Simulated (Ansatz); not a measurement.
A user runs Ansatz (a program for electronic structure) on FeCu2SnSe4 (I-4, 8 atoms in the cell) and asks whether the run is sound. The aim is a self-consistent single point with DFT, PBEsol, plane waves, default PAW files made with PBE.

Cell that was meant: a = 7.1156 Å, b = 7.1156 Å, c = 7.1156 Å, α = 131.86°, β = 131.86°, γ = 70.44°.

Part of the input:

```yaml
# FeCu2SnSe4
crystal:
  lattice:
    - [-1.535625, 1.535625, 3.076060]
    - [1.535625, -1.535625, 3.076060]
    - [1.535625, 1.535625, -3.076060]
  atoms:
    - { symbol: Cu, position: [0.000000, 0.000000, 0.000000] }
    - { symbol: Cu, position: [0.750000, 0.250000, 0.500000] }
```

Output (repeated stretches shortened):

```
WARN basis.ecutwfc = 420 eV, the default
WARN ansatz: RAYON_NUM_THREADS=1 ignored (pool sized by the plan → 1); use --threads N
   [... lines left out ...]
PAW frozen core: Se, regenerated for the run's functional, and the local potential with it
Initial density: superposition of atomic densities (chi_scale 0.1, normalization cell, long waves kept (reshape's long-wave potential 0.00 eV rms))
Starting moments: Σ|m| = 4 μB on 1 of 8 sites
Initial wavefunctions: pseudopotential atomic-orbital guess
Eigensolver: davidson
Functional: x = pbesol(κ = 0.804, μ = 0.12345679012345678), c = pbesol(β = 0.046)
SCF iter   1: F=—  HF=-44572.576733 eV  |F-HF|=—  |Δ(HF+E_count)|=         —  Δρ=5.24e-1 (↑1.58e-1 ↓5.24e-1)  dr2=5.52e1  dr2_m=1.91e1  M=0.152 μB ∫|m|=0.221 μB  β_m=0.30  ethr=3.10e-3  ⟨swp⟩=15.9  Hψ=8628  notcnv=0  defer=32
Mixer restart at iter 1: flushing history
all-band conjugate gradients solve this SCF's bands
preconditioner: auto → none
   [... lines left out ...]
SCF iter  15: F=—  HF=-44660.353025 eV  |F-HF|=—  |Δ(HF+E_count)|=   4.68e-8  S|Δr|=    0.00e0  Δρ=1.93e-5 (↑1.91e-5 ↓1.93e-5)  dr2=2.41e-7  dr2_m=1.38e-10  M=0.000 μB ∫|m|=0.000 μB  β_m=0.73  ethr=6.00e-10  ⟨swp⟩=4.2  Hψ=2299  notcnv=0  defer=110
SCF iter  16: F=-44660.353025 eV  HF=-44660.353025 eV  |F-HF|=1.54e-8  |Δ(HF+E_count)|=   7.24e-8  S|Δr|=    0.00e0  Δρ=3.82e-6 (↑3.77e-6 ↓3.82e-6)  dr2=1.06e-8  dr2_m=5.03e-11  M=0.000 μB ∫|m|=0.000 μB  ethr=7.58e-11  ⟨swp⟩=59.7  Hψ=15892  notcnv=0
SCF 1 converged in 16 iterations: F = -44660.353025 eV  dr2 = 1.06e-8
WARN: the starting moments were not kept: the SCF closed with an absolute magnetisation of 1.5e-5 μB, where they sum to 4 μB in size (1 site) …
   [... lines left out ...]
Absolute magnetization: 0.0000 μB (∫|ρ↑−ρ↓|, with the PAW one-centre terms)
Free energy (F): -44660.353025 eV
Fermi energy:    78.372183 eV
   [... lines left out ...]
  atom   8  Se   -48.70247212    49.66187065    49.50549505
--- Stress (GPa, compression-positive) ---
     6437.728457       0.000025      -0.000000
       -0.000025    6437.728457       0.000000
       -0.000000       0.000000    6448.425379
  P = ⅓ Tr σ = 6441.2941 GPa (64412.941 kbar)
  The stress holds the Pulay correction. Without it, at fixed plane waves, as pw.x and ABINIT print it: P = 6363.9123 GPa
```

### Question
Is anything amiss in this input, and did it matter?

### Answer
The run is not sound. The fault is this: lattice multiplied by the bohr radius once too often. 1 bohr is 0.529 Å, so a mix-up scales every length by 1.89 or 0.529 and the volume by 6.75 or 0.148. To fix it, give the lengths in the unit that the key or card expects. The run converged in 16 iterations without an error; against the sound input the free energy rises by 76.7 eV/atom, the pressure goes from -4.28 to 6441 GPa, the largest force goes from 0.797 to 85.38 eV/Å and the size of the net moment goes from 0.51 to 0.00 μB/atom.

The sound input it was made from differs as follows (other fixes are possible):
```diff
-    - [-1.535625, 1.535625, 3.076060]
-    - [1.535625, -1.535625, 3.076060]
-    - [1.535625, 1.535625, -3.076060]
+    - [-2.901910, 2.901910, 5.812910]
+    - [2.901910, -2.901910, 5.812910]
+    - [2.901910, 2.901910, -5.812910]
```

With that input, the run converged in 24 iterations: free energy E − TS (on the zero of these files) -45274.1228 eV; Fermi level (on the code's own zero) 7.99 eV; pressure -4.28 GPa; largest force (vector length) 0.797 eV/Å; size of the cell's spin moment 4.06 μB (DFT, PBEsol, plane waves, default PAW files made with PBE).

On the sound input: the starting cell was generated: these elements placed on a structure prototype, without a prior relaxation; it need not be a known phase or ordering of this composition. With one magnetic atom in the cell only a parallel order is possible. With a pressure of about -4 GPa the cell is away from its equilibrium volume at this level. Ansatz's pressure includes its estimate of the finite-basis (Pulay) stress. Without a gap this mesh is coarse (it stands for a supercell whose shortest vector is 17 Å).

Keys are those of Ansatz 0.2.
